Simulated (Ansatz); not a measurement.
Data:

End structure of the (21-32) surface of hcp Os in its 1x1 cell, outermost plane spacing 0.56 Å in the ideal cut (one of several cuts of this face):

```
CELL_PARAMETERS angstrom
      5.14565     0.00000     0.00000
      2.19722     6.66388     0.00000
      0.00000     0.00000    27.00000
ATOMIC_POSITIONS crystal
  Os 0.31044 0.03985 0.31090
  Os 0.77573 0.10737 0.32834
  Os 0.00748 0.39353 0.34018
  Os 0.47879 0.48444 0.35780
  Os 0.70040 0.77536 0.36619
  Os 0.16922 0.86286 0.38441
  Os 0.38979 0.16084 0.39797
  Os 0.85651 0.24531 0.41738
  Os 0.09487 0.53969 0.42780
  Os 0.55675 0.62214 0.44843
  Os 0.78992 0.91297 0.45863
  Os 0.25169 0.99963 0.47926
  Os 0.48400 0.29341 0.49009
  Os 0.94540 0.37835 0.50991
  Os 0.17771 0.67213 0.52074
  Os 0.63948 0.75879 0.54137
  Os 0.87265 0.04962 0.55157
  Os 0.33453 0.13207 0.57220
  Os 0.57289 0.42645 0.58262
  Os 0.03960 0.51092 0.60203
  Os 0.26017 0.80890 0.61559
  Os 0.72900 0.89639 0.63381
  Os 0.95061 0.18732 0.64220
  Os 0.42192 0.27823 0.65982
  Os 0.65367 0.56439 0.67166
  Os 0.11896 0.63191 0.68910
```

Model: 26-atom slab, 10.5 Å thick at the start, 8x6x1 mesh, Fermi-Dirac 0.1 eV, dipole correction, single point; on the structure that PBE left under its start's symmetry; no spin, no spin-orbit, no U.

Task: Estimate the work function of the top face that r2SCAN, at the PBE geometry (Ansatz, a quantum-chemistry and plane-wave program) returns for this input.

Result: 4.86 eV

Task: What surface energy (mean of both faces) does r2SCAN, at the PBE geometry give?

Result: 4.15 J/m²
